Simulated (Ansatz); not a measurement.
System: SnO (within 0.1 Å of Cmce, No. 64, 8 atoms in the cell; start mp-1078644; a measured phase of this formula has another space group). Method: PBEsol in Ansatz (PAW).

Settings: plane-wave cutoff 500 eV, 12×12×4 k mesh (along the axes of the cell as run), gaussian smearing 0.02 eV, scalar-relativistic PAW data made under PBE.

Cell (relaxed at this level):

SnO is taken in the orthorhombic space group Cmc2₁ (No. 36), Pearson symbol oS16. Conventional cell: a = 4.531 Å, b = 5.120 Å, c = 11.938 Å, α = β = γ = 90.00°. Sn1 on 4a sees 2 O at 2.149–2.188 Å and 2 O at 2.399 Å. Sn2 on 4a is coordinated by 2 O at 2.149–2.189 Å and 2 O at 2.399 Å. O1 on 4a sees 2 Sn at 2.149–2.188 Å and 2 Sn at 2.399 Å. O2 on 4a has 2 Sn at 2.149–2.189 Å and 2 Sn at 2.399 Å. (Neighbours: up to the widest gap in distance over summed covalent radii, below 1.35, at either atom; cation-cation and far metal-metal contacts left out.)
(The calculation used a cell of 8 atoms; values per cell refer to that cell.)

Task: Give the computed band gap.

Result: 
- band gap = 1.29 eV (on the SCF k mesh)

Note: the cell has widely spaced layers and the level no dispersion term, so their spacing and the moduli can rest on weak binding.

Spin–orbit coupling is not included.

The computed numbers hold no vibrational or temperature effects.

A start named mp-… is a Materials Project structure, which need not be a measured phase.

Ansatz is a first-principles code.
